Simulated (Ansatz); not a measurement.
# Response to strain in Cu

Take Cu in the fcc (Cu type) structure (space group Fm-3m, No. 225; a = 3.518 Å; relaxed with 0.1 eV smearing) as the base. Axes: x, y, z lie along the cube axes.

Strains are applied to the cell and any free atomic positions relax; under biaxial strain the out-of-plane vector relaxes too.

The values are results of Kohn–Sham DFT with the LDA functional, run in Ansatz (a first-principles code) with PAW and 420 eV plane waves, no SOC, not measurements.

Notes on the quantities. pressure: mean of the normal stresses, compression positive; energy relative to the base: free energy F.

```csv
variant,volume per atom,pressure,energy relative to the base
base,10.89 Å³,0.0 GPa,0 meV/atom
"biaxial strain −3.00 %, plane normal [001], relaxed out of plane",10.67 Å³,4.4 GPa,+12 meV/atom
"biaxial strain −2.50 %, plane normal [001], relaxed out of plane",10.71 Å³,3.5 GPa,+8.3 meV/atom
"biaxial strain −2.00 %, plane normal [001], relaxed out of plane",10.75 Å³,2.7 GPa,…
"biaxial strain −1.50 %, plane normal [001], relaxed out of plane",10.78 Å³,1.9 GPa,+2.8 meV/atom
"biaxial strain −1.00 %, plane normal [001], relaxed out of plane",10.82 Å³,1.2 GPa,+1.2 meV/atom
"biaxial strain −0.50 %, plane normal [001], relaxed out of plane",10.86 Å³,0.6 GPa,+0.3 meV/atom
"biaxial strain +0.50 %, plane normal [001], relaxed out of plane",10.92 Å³,-0.5 GPa,+0.3 meV/atom
"biaxial strain +1.00 %, plane normal [001], relaxed out of plane",10.95 Å³,…,…
"biaxial strain +3.00 %, plane normal [001], relaxed out of plane",11.03 Å³,-2.2 GPa,+7.8 meV/atom
```

### Question
What belongs in the blanks?

### Answer

- biaxial strain −2.00 %, plane normal [001], relaxed out of plane, energy relative to the base: +5.1 meV/atom
- biaxial strain +1.00 %, plane normal [001], relaxed out of plane, pressure: -1.0 GPa
- biaxial strain +1.00 %, plane normal [001], relaxed out of plane, energy relative to the base: +1.0 meV/atom

Whether these cells are dynamically stable was not tested. All final runs are without spin polarisation.
